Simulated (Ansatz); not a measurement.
**WSe₂ (space group Fm-3m, No. 225; ferromagnetic; a hypothetical phase, not in the database extracts checked)**

Space group Fm-3m (No. 225); a = b = c = 6.262 Å, α = β = γ = 90.00°

| atom | site | symmetry | x | y | z |
|---|---|---|---|---|---|
| W | 4a | m-3m | 0.0000 | 0.0000 | 0.0000 |
| Se | 8c | -43m | 0.2500 | 0.2500 | 0.2500 |
(The calculation used a cell of 3 atoms; values per cell refer to that cell.)

All numbers come from r2SCAN/PAW in Ansatz (a quantum-chemistry and plane-wave program), no spin-orbit coupling. Settings: 13×13×13 k-points, 0.05 eV Fermi–Dirac smearing.

| Quantity | Value |
|---|---|
| Volume per atom | 20.46 Å³ |
| Density | 9.24 g/cm³ |
| Band gap | zero |
| Magnetic state | ferromagnetic |
| Total energy | -7117.747 eV/atom (σ→0; compares only within this code and set-up) |

The magnetic state is the one reached from the starting moments; the real material's order can differ, and small cells can't hold many antiferromagnetic ones. No phonon test of stability was made.
